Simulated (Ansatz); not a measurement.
Functionals compared on F on the 1x1 (100) surface of rock-salt MgO (cut with top plane Mg + O), one in a 2x2 cell, started at the site 'bridge Mg-O (span 2.1 Å)', in Ansatz (plane waves, PAW). The structure was relaxed with PBE; the other rows are single points on it, each with its references at the same level. Cutoff 420 eV (500 eV for r2SCAN). The points keep PBE's geometry, so the relaxation of a polaron and the settling of charge on one site are left out.

Host crystal: rock-salt MgO, with a band gap (PBE, scalar-relativistic without spin-orbit coupling).

Set-up: 33 atoms, 6.4 Å thick at the start under the adsorbate (thin: gaps and levels are the slab's own); mesh 3x3x1; 0.01 eV smearing; dipole correction on; 16 atoms held, the rest relaxed; symmetry of the start imposed; spin-polarised, ending with about 1.0 μB a cell; orders that need a larger cell were not tried, no spin-orbit, no U, no dispersion correction. At the end it is bonded to Mg. In PBE it is, or lies within 0.03 eV of, the lowest of the starts that converged. These notes are the PBE run's. RPBE: The program's check for a lower electronic state was not made. r2SCAN: The program's check for a lower electronic state was not made. Adsorption energies are against ½ F2(g). A negative adsorption energy means that the adsorbate is more stable on the surface than in its reference.

```json
[
 {"functional": "PBE", "adsorption energy (eV)": "-1.02", "magnetic moment of the cell (μB)": "1.00", "rough cost of the single point": "–"},
 {"functional": "RPBE", "adsorption energy (eV)": "…", "magnetic moment of the cell (μB)": "1.00", "rough cost of the single point": "very roughly 3 core-minutes"},
 {"functional": "r2SCAN", "adsorption energy (eV)": "-1.16", "magnetic moment of the cell (μB)": "1.00", "rough cost of the single point": "about 6 core-minutes (a rough figure)"}
]
```

**Question.** Complete the blanks.

**Answer.** 
- RPBE, adsorption energy (eV): -0.97

Ansatz is a first-principles code.
